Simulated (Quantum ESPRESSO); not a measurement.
Several settings converged on BaTiO3 (P4mm, 5 atoms in the cell)

```
CELL_PARAMETERS angstrom
      3.97005     0.00000     0.00000
      0.00000     3.97005     0.00000
      0.00000     0.00000     4.01980
ATOMIC_POSITIONS crystal
  Ba 0.00000 0.00000 0.01244
  Ti 0.50000 0.50000 0.51300
  O  0.50000 0.50000 0.97700
  O  0.00000 0.50000 0.48700
  O  0.50000 0.00000 0.48700
```

Base method: PBE, SSSP 1.1.2 efficiency (PBE) pseudopotentials (plane waves; Quantum ESPRESSO 7.5).

Base settings: ecutwfc = 55 Ry; ecutrho = 440 Ry; occupations = smearing; smearing = fermi-dirac; degauss = 0.00147 Ry; K_POINTS = automatic 3 3 3 0 0 0; conv_thr = 1e-10 Ry.

The count of work is k-points × plane waves × bands × iterations; it is no time. 

**Shifted k-point meshes**

Only quantities that move along the ladder and can be compared are tabulated.

| K_POINTS | free energy less the last step's (meV/atom) | pressure (GPa) | largest difference of a force vector from the last step's (eV/Å) | count of work / last |
|---|---|---|---|---|
| automatic 2 2 2 1 1 1 | -58.75 | 5.67 | 1.098 | 0.0036 |
| automatic 4 4 4 1 1 1 | -1.58 | 6.08 | 0.075 | 0.021 |
| automatic 5 5 5 1 1 1 | -0.22 | 6.09 | 0.016 | 0.069 |
| automatic 7 7 7 1 1 1 | 0.00 | 6.08 | 0.000 | 0.14 |
| automatic 9 9 9 1 1 1 | 0.00 | 6.09 | 0.000 | 0.29 |
| automatic 11 11 11 1 1 1 | 0.00 | 6.09 | 0.000 | 0.44 |
| automatic 16 16 16 1 1 1 | 0.00 | 6.08 | 0.000 | 1.0 |

Coarsest K_POINTS that holds the forces within 0.02 eV/Å of the last step, with all finer ones: automatic 5 5 5 1 1 1, at 0.069 of the last step's count of work; the step before is off by 0.075 eV/Å.

Coarsest K_POINTS that holds the pressure within 0.1 GPa of the last step, with all finer ones: automatic 4 4 4 1 1 1, at 0.021 of the last step's count of work; the step before is off by 0.42 GPa.

Coarsest K_POINTS that holds the free energy within 1 meV/atom of the last step, with all finer ones: automatic 5 5 5 1 1 1, at 0.069 of the last step's count of work; the step before is off by 1.6 meV/atom.

**The width of Fermi-Dirac smearing**

The mesh stays at the base's, so the ladder's end is converged at best in this setting alone.

Only quantities that move along the ladder and can be compared are tabulated; the gap is left out on so coarse a mesh.

```csv
degauss,free energy less the last step's (meV/atom),pressure (GPa),largest difference of a force vector from the last step's (eV/Å)
0.073499 Ry,-303.32,13.69,1.578
0.036749 Ry,-29.93,7.47,0.452
0.0147 Ry,-0.26,6.29,0.010
0.0073499 Ry,0.00,6.27,0.000
```

Widest degauss that holds the forces within 0.02 eV/Å: not settled: the last two steps still differ by 0.010 eV/Å, over half the tolerance, so the ladder does not show it.

Widest degauss that holds the pressure within 0.05 GPa of the last step, with all finer ones: 0.0147 Ry; the step before is off by 1.2 GPa.

Widest degauss that holds the free energy within 1 meV/atom of the last step, with all finer ones: 0.0147 Ry; the step before is off by 30 meV/atom.

On the base run: the starting cell has typed, rounded lattice constants, without a prior relaxation at this level. Its lattice was rescaled by up to half a per cent. One atom was moved a little off its site on purpose. In the base run, with a pressure of about 6 GPa the cell is away from its equilibrium volume at this level.
